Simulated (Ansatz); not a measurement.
Worked example: self-consistent single point of TiNi (P2_1/m, 4 atoms in the cell) in Ansatz (an electronic-structure program).

Method of the run: PBEsol, default PAW files made with PBE (plane waves; Ansatz).

```
TiNi
1.0
    2.89169     0.00000     0.00000
    0.00000     3.96696     0.00000
   -1.26763     0.00000     4.65616
Ti Ni
2 2
Direct
  0.63045   0.75000   0.78293
  0.36955   0.25000   0.21707
  0.92338   0.75000   0.32890
  0.07662   0.25000   0.67110
```

Reference input (self-consistent single point, DFT, PBEsol, plane waves, default PAW files made with PBE): kpoints.mp_grid.grid = 12 8 7; kpoints.mp_grid.shift = 0.5 0.5 0.5; hamiltonian.xc = pbesol; hamiltonian.pseudopotentials = {kind: paw} (the program's default PAW files); scf.occupations.method = cold; scf.occupations.width = 0.136 eV. This run's input differs from it in these lines:

Ansatz 0.2 input:
```diff
@@ -11,3 +11,3 @@
 kpoints:
-  mp_grid: { grid: [12, 8, 7], shift: [0.5, 0.5, 0.5] }
+  mp_grid: { grid: [8, 6, 5] }
 hamiltonian:
```

Output (repeated stretches shortened):

```
SCF iter   1: F=—  HF=-16559.439967 eV  |F-HF|=—  |Δ(HF+E_count)|=         —  Δρ=2.70e-2  dr2=2.30e-1  ethr=1.77e-3  ⟨swp⟩=3.5  Hψ=9150  notcnv=0
all-band conjugate gradients solve this SCF's bands
preconditioner: auto → Kerker (q_TF=auto, 2.782 Å⁻¹)
SCF iter   2: F=—  HF=-16559.410051 eV  |F-HF|=—  |Δ(HF+E_count)|=   2.99e-2  S|Δr|=    0.00e0  Δρ=5.23e-3  dr2=1.10e-2  ethr=3.83e-4  ⟨swp⟩=2.6  Hψ=5193  notcnv=0  defer=54
   [... lines left out ...]
SCF iter   5: F=—  HF=-16559.407171 eV  |F-HF|=—  |Δ(HF+E_count)|=   4.41e-5  S|Δr|=    0.00e0  Δρ=1.82e-4  dr2=2.40e-5  ethr=5.12e-7  ⟨swp⟩=2.2  Hψ=4387  notcnv=0  defer=54
SCF iter   6: F=—  HF=-16559.407192 eV  |F-HF|=—  |Δ(HF+E_count)|=   2.03e-5  S|Δr|=    0.00e0  Δρ=5.79e-5  dr2=1.21e-6  ethr=4.00e-8  ⟨swp⟩=2.0  Hψ=4509  notcnv=0  defer=54
SCF iter   7: F=-16559.407192 eV  HF=-16559.407192 eV  |F-HF|=2.70e-8  |Δ(HF+E_count)|=   9.35e-8  S|Δr|=    0.00e0  Δρ=1.13e-5  dr2=5.94e-8  ethr=1.67e-10  ⟨swp⟩=6.1  Hψ=12744  notcnv=0
SCF 1 converged in 7 iterations: F = -16559.407192 eV  dr2 = 5.94e-8
Stability not checked (fill_not_monotonic)
Free energy (F): -16559.407192 eV
Internal energy: -16559.412998 eV  (E = F + TS)
E sigma→0 (E₀):  -16559.409127 eV
Entropy (-TS):   0.005806 eV (1.452 meV/atom)
Fermi energy:    16.205393 eV
--- Forces (eV/Å), atoms counted from 1 ---
  atom   1  Ti    -0.00156497     0.00000000     0.13701725
  atom   2  Ti     0.00156497    -0.00000000    -0.13701725
  atom   3  Ni    -0.01974365     0.00000000     0.04022227
  atom   4  Ni     0.01974365    -0.00000000    -0.04022227
--- Stress (GPa, compression-positive) ---
       -1.274512      -0.000000      -0.033124
       -0.000000      -0.329980       0.000000
       -0.033126       0.000000      -0.565525
  P = ⅓ Tr σ = -0.7233 GPa (-7.233 kbar)
  The stress holds the Pulay correction. Without it, at fixed plane waves, as pw.x and ABINIT print it: P = -0.7591 GPa
```

The run converged in 7 iterations. Against the reference run the free energy is nearly the same (within 1 meV/atom), the pressure stays near -0.72 GPa while the xx stress (positive for compression) goes from -0.72 to -1.27 GPa and the largest force goes from 0.113 to 0.137 eV/Å.

The starting cell comes from a database of computed structures (which also holds hypothetical and non-ambient phases and stackings), without a prior relaxation at this level. Spin polarisation is off. Ansatz's pressure includes its estimate of the finite-basis (Pulay) stress.
